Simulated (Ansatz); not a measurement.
# Convergence study of the k-point mesh for LaCu₂ (P6mm, 3 atoms in the cell)

```yaml
crystal:
  lattice:
    - [4.31319, 0.00000, 0.00000]
    - [-2.15659, 3.73533, 0.00000]
    - [0.00000, 0.00000, 3.86251]
  atoms:
    - { symbol: La, position: [0.00000, 0.00000, 0.01294] }
    - { symbol: Cu, position: [0.33333, 0.66667, 0.50000] }
    - { symbol: Cu, position: [0.66667, 0.33333, 0.50000] }
```

Method of the run: PBEsol, default PAW files made with PBE (plane waves; Ansatz, a first-principles code).

Base settings: basis.ecutwfc = 420 eV; kpoints.mp_grid.grid = 9 9 9; hamiltonian.xc = pbesol; hamiltonian.pseudopotentials = {kind: paw} (the program's default PAW files); scf.occupations.method = fermi_dirac; scf.occupations.width = 0.1 eV.

The second cell is the first with its lattice scaled by 0.98.

Only quantities that move along the ladder and can be compared are tabulated.

The count of work is k-points × plane waves × bands × iterations; it is no time. Core times come from one kind of shared machine, to one figure; runs under 30 s give none.

The starting cell comes from a database of computed structures (which also holds hypothetical and non-ambient phases and stackings), without a prior relaxation at this level. Its lattice was rescaled by up to half a per cent. One atom was moved a little off its site on purpose. Spin polarisation is off. In the base run, with a pressure of about -3 GPa the cell is away from its equilibrium volume at this level. Ansatz's pressure includes its estimate of the finite-basis (Pulay) stress.

Steps (kpoints.mp_grid.grid): 2 2 2; 3 3 2; 3 3 3; 4 4 3; 4 4 4; 5 5 5; 6 6 6; 7 7 7; 8 8 7; 9 9 8; 9 9 9; 10 10 10; 11 11 11; 13 13 12; 14 14 14; 16 16 15; 17 17 17; 19 19 18; 21 21 20; 23 23 23; 26 26 25.

Task: What is the coarsest kpoints.mp_grid.grid that holds the free energy within 1 meV/atom of the last step, with all finer ones?

Result: 9 9 8, at 0.066 of the last step's count of work; the step before is off by 1.4 meV/atom.

Task: What is the coarsest kpoints.mp_grid.grid that holds the forces within 0.01 eV/Å of the last step, with all finer ones?

Result: 5 5 5, at 0.016 of the last step's count of work; the step before is off by 0.013 eV/Å.

Task: What is the coarsest kpoints.mp_grid.grid that holds the energy of the compressed cell less the first within 0.2 meV/atom of the last step, with all finer ones?

Result: 11 11 11, at 0.11 of the last step's count of work; the step before is off by 0.25 meV/atom.

| kpoints.mp_grid.grid | free energy less the last step's (meV/atom) | energy of the compressed cell less the first (meV/atom) | pressure (GPa) | largest difference of a force vector from the last step's (eV/Å) | count of work / last | core time / last (rough) |
|---|---|---|---|---|---|---|
| 2 2 2 | -142.88 | -14.39 | -4.03 | 0.036 | 0.0044 | – |
| 3 3 2 | -20.10 | 2.53 | -1.91 | 0.026 | 0.0066 | – |
| 3 3 3 | 45.49 | -7.98 | -2.99 | 0.008 | 0.0066 | – |
| 4 4 3 | 5.00 | -3.63 | -2.70 | 0.005 | 0.0088 | – |
| 4 4 4 | -0.17 | -3.54 | -2.68 | 0.013 | 0.013 | – |
| 5 5 5 | -5.91 | -7.92 | -3.19 | 0.005 | 0.016 | – |
| 6 6 6 | -4.11 | -7.12 | -3.09 | 0.006 | 0.031 | – |
| 7 7 7 | 1.90 | -6.33 | -2.98 | 0.001 | 0.035 | – |
| 8 8 7 | 1.37 | -6.54 | -3.01 | 0.001 | 0.044 | – |
| 9 9 8 | -0.01 | -6.78 | -3.04 | 0.003 | 0.066 | – |
| 9 9 9 | -0.19 | -6.91 | -3.06 | 0.001 | 0.066 | – |
| 10 10 10 | -0.67 | -6.85 | -3.04 | 0.000 | 0.092 | – |
| 11 11 11 | -0.46 | -6.55 | -3.01 | 0.001 | 0.11 | – |
| 13 13 12 | 0.11 | -6.48 | -3.01 | 0.000 | 0.16 | – |
| 14 14 14 | 0.07 | -6.59 | -3.02 | 0.000 | 0.21 | 0.2 |
| 16 16 15 | 0.00 | -6.58 | -3.02 | 0.000 | 0.26 | – |
| 17 17 17 | -0.01 | -6.61 | -3.02 | 0.000 | 0.33 | 0.3 |
| 19 19 18 | -0.01 | -6.60 | -3.02 | 0.000 | 0.44 | 0.3 |
| 21 21 20 | 0.00 | -6.60 | -3.02 | 0.000 | 0.58 | 0.6 |
| 23 23 23 | 0.00 | -6.61 | -3.02 | 0.000 | 0.74 | 0.8 |
| 26 26 25 | 0.00 | -6.60 | -3.02 | 0.000 | 1.0 | 1 |

The energy difference between the two cells stays within 1 meV/atom of the last step's from 6 6 6 on, the total only from 9 9 8 on: much of the error is common to both cells and cancels.

Two neighbours can agree and both be off: 4 4 3 and 4 4 4 differ by 0.09 meV/atom in the energy of the compressed cell less the first, yet lie about 3.1 meV/atom from the last step.

Keys are those of Ansatz 0.2.
